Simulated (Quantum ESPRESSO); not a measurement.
Worked example: self-consistent single point of BiTeO4 (C2, 24 atoms in the cell) in Quantum ESPRESSO.

Method: PBEsol, PseudoDojo standard norm-conserving (PBESOL) pseudopotentials (plane waves; Quantum ESPRESSO).

```yaml
crystal:
  lattice:
    - [6.38438, -2.79102, 0.00000]
    - [6.38438, 2.79102, 0.00000]
    - [-4.29453, 0.00000, 9.33389]
  atoms:
    - { symbol: Bi, position: [0.97422, 0.02578, 0.50000] }
    - { symbol: Bi, position: [0.04916, 0.95084, 0.00000] }
    - { symbol: Bi, position: [0.76577, 0.68749, 0.09895] }
    - { symbol: Bi, position: [0.31251, 0.23423, 0.90105] }
    - { symbol: Te, position: [0.49689, 0.50251, 0.24968] }
    - { symbol: Te, position: [0.49749, 0.50311, 0.75032] }
    - { symbol: Te, position: [0.18646, 0.34950, 0.36637] }
    - { symbol: Te, position: [0.65050, 0.81354, 0.63363] }
    - { symbol: O, position: [0.35129, 0.78759, 0.40662] }
    - { symbol: O, position: [0.21241, 0.64871, 0.59338] }
    - { symbol: O, position: [0.64085, 0.20123, 0.09440] }
    - { symbol: O, position: [0.79877, 0.35915, 0.90560] }
    - { symbol: O, position: [0.48098, 0.71818, 0.16580] }
    - { symbol: O, position: [0.28182, 0.51902, 0.83420] }
    - { symbol: O, position: [0.48742, 0.29340, 0.33190] }
    - { symbol: O, position: [0.70660, 0.51258, 0.66810] }
    - { symbol: O, position: [0.71681, 0.91145, 0.84080] }
    - { symbol: O, position: [0.08855, 0.28319, 0.15920] }
    - { symbol: O, position: [0.28895, 0.07809, 0.65404] }
    - { symbol: O, position: [0.92191, 0.71105, 0.34596] }
    - { symbol: O, position: [0.64931, 0.15187, 0.64040] }
    - { symbol: O, position: [0.84813, 0.35069, 0.35960] }
    - { symbol: O, position: [0.36046, 0.84706, 0.87413] }
    - { symbol: O, position: [0.15294, 0.63954, 0.12587] }
```

Reference input (self-consistent single point, DFT, PBEsol, plane waves, PseudoDojo standard norm-conserving (PBESOL) pseudopotentials): ecutwfc = 85 Ry; occupations = smearing; smearing = fermi-dirac; degauss = 0.0036749 Ry; potentials = {Bi: Bi.upf, Te: Te.upf, O: O.upf}; K_POINTS = automatic 3 3 2 0 0 0; conv_thr = 1e-09 Ry; mixing_beta = 0.5. This run's input differs from it in these lines:

```diff
@@ -50,4 +50,3 @@
 O     0.15294000    0.63954000    0.12587000
-K_POINTS {automatic}
-3 3 2  0 0 0
+K_POINTS {gamma}
 CELL_PARAMETERS {angstrom}
```

Output (repeated stretches shortened):

```
     Self-consistent Calculation

     iteration #  1     ecut=    85.00 Ry     beta= 0.50

     total energy              =   -2014.87640914 Ry
     estimated scf accuracy    <       7.06430434 Ry

     iteration #  2     ecut=    85.00 Ry     beta= 0.50

     total energy              =   -2017.01814843 Ry
     estimated scf accuracy    <       2.09069949 Ry

     iteration #  3     ecut=    85.00 Ry     beta= 0.50

     total energy              =   -2017.37081514 Ry
     estimated scf accuracy    <       0.09744265 Ry

   [... 10 blocks of this kind left out ...]

     iteration # 14     ecut=    85.00 Ry     beta= 0.50

     total energy              =   -2017.39061980 Ry
     estimated scf accuracy    <          1.0E-09 Ry

     iteration # 15     ecut=    85.00 Ry     beta= 0.50
     End of self-consistent calculation

     the Fermi energy is    11.1285 ev

!    total energy              =   -2017.39061980 Ry
     estimated scf accuracy    <          9.9E-11 Ry
     smearing contrib. (-TS)   =      -0.00000000 Ry
     internal energy E=F+TS    =   -2017.39061980 Ry

     convergence has been achieved in  15 iterations

     Forces acting on atoms (cartesian axes, Ry/au):

     atom    1 type  1   force =     0.00000000   -0.00859028    0.00000000
     atom    2 type  1   force =     0.00000000    0.00200445    0.00000000
     atom    3 type  1   force =     0.00399288   -0.00327616    0.00776122
     atom    4 type  1   force =    -0.00399288   -0.00327616   -0.00776122
     atom    5 type  2   force =    -0.00678364   -0.00040728    0.00025101
   [... lines left out ...]

     Total force =     0.116710     Total SCF correction =     0.000049

          total   stress  (Ry/bohr**3)                   (kbar)     P=        5.17
   0.00000976   0.00000000  -0.00003801            1.44        0.00       -5.59
   0.00000000   0.00004871  -0.00000000            0.00        7.16       -0.00
  -0.00003801   0.00000000   0.00004688           -5.59        0.00        6.90

   JOB DONE.
```

The run converged in 15 iterations. Against the reference run the free energy goes down by 40.7 meV/atom, the pressure goes from 0.90 to 0.52 GPa, the largest force goes from 0.393 to 0.817 eV/Å and the gap on the mesh goes from 2.782 to 3.445 eV.

The starting cell comes from a database of computed structures (which also holds hypothetical and non-ambient phases and stackings), without a prior relaxation at this level. Spin-orbit coupling is off. Another mesh or the band path of this cell gives a smaller gap, so this value is not converged in the mesh.

Cost on one core of a shared machine: roughly 80 s.
